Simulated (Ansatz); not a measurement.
## Pressure series in MoS2

Take MoS$_{2}$ in the 2H-MoS2 type structure (space group P6_3/mmc, No. 194; layered, stacked along the Cartesian z axis) as the base.

```yaml
crystal:
  lattice:
    - [3.17320, 0.00000, 0.00000]
    - [-1.58660, 2.74807, 0.00000]
    - [0.00000, 0.00000, 12.43700]
  atoms:
    - { symbol: Mo, position: [0.33333, 0.66667, 0.25000] }
    - { symbol: Mo, position: [0.66667, 0.33333, 0.75000] }
    - { symbol: S, position: [0.33333, 0.66667, 0.62490] }
    - { symbol: S, position: [0.66667, 0.33333, 0.12490] }
    - { symbol: S, position: [0.66667, 0.33333, 0.37510] }
    - { symbol: S, position: [0.33333, 0.66667, 0.87510] }
```

Cell and atoms are relaxed at each pressure.

Computed with Ansatz (a program for electronic structure), r2SCAN+rVV10, PAW, cutoff 500 eV, no spin-orbit coupling, earlier PAW set.

```
variant               density  width of the top valence band  smallest direct gap  band gap
-----------------  ----------  -----------------------------  -------------------  --------
base               4.90 g/cm³                        1.68 eV              1.74 eV   1.01 eV
pressure 0.9 GPa   5.00 g/cm³                        1.74 eV              1.76 eV   0.93 eV
pressure 2.1 GPa   5.11 g/cm³                        1.80 eV              1.78 eV   0.85 eV
pressure 4.5 GPa   5.28 g/cm³                        1.89 eV              1.82 eV   0.72 eV
pressure 9 GPa     5.52 g/cm³                        2.03 eV              1.90 eV   0.54 eV
pressure 15 GPa    5.78 g/cm³                        2.17 eV              1.91 eV   0.35 eV
pressure 22.5 GPa  6.05 g/cm³                        2.34 eV              1.64 eV   0.13 eV
pressure 30 GPa    6.30 g/cm³                              –                    –      zero
```

A case with no gap was solved on a k-mesh chosen for an insulator, which is coarse for it. Load acts through the strain it causes; cell and atoms are relaxed under it. Stability against distortions was not tested. No other phases were tried under pressure. All final runs are without spin polarisation. A zero or small gap of MoS2 under pressure 22.5 GPa and MoS2 under pressure 30 GPa can be the functional's error rather than a property of the material.
